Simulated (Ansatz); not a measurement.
The starting structures come from a database of crystals and need not be the phases stable at ambient conditions.

 Where the default PAW files enter, the runs use the earlier of Ansatz's two default sets.

Given:

```
CsLiCl2
1.0
    4.90104     0.00000     0.00000
    0.00000     4.90104     0.00000
    0.00000     0.00000     9.45465
Cs Li Cl
2 2 4
Cartesian
  0.00000   2.45052   2.86154
  2.45052   0.00000   6.59311
  2.45052   0.00000   0.76204
  0.00000   2.45052   8.69261
  0.00000   2.45052   6.34785
  2.45052   0.00000   3.10680
  0.00000   0.00000   0.00000
  2.45052   2.45052   0.00000
```

Space group of this cell: P4/nmm. The cell is taken as given.

Transport runs along the normal of the first two printed cell vectors, the (001) plane of the conventional cell.

No gap correction and no spin-orbit coupling; mid-gap values are interpolated between computed energies.

Q: Estimate the band gap and the smallest decay constant κ at mid-gap that r2SCAN run with Ansatz (a first-principles code) returns for this system.

A: Gap 5.92 eV on a 6×6×4 mesh; κ = 0.420 1/Å, at the zone centre.
